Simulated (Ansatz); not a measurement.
**Elastic constant C44 of CsCl-type FeAl at several levels of theory**

No measured value is used here.

| level (code) | value (GPa) | cell (Å³/atom) |
|---|---|---|
| LDA (Ansatz) | (withheld) | 11.11 |
| PBE (Ansatz) | 147 | 11.81 |
| PBEsol (Ansatz) | 158 | 11.46 |
| r²SCAN (Ansatz) | 162 | 11.49 |

Q: Some entries are withheld; supply them.

A: 
- LDA (Ansatz, a first-principles code), value (GPa): 164

The crystal itself was run without spin with LDA, PBE, PBEsol, r²SCAN. Each level is taken at its own relaxed cell. Cutoffs differ between the levels. Ansatz's density-functional and Hartree–Fock values are scalar-relativistic unless marked +SOC, with PAW data made under PBE.
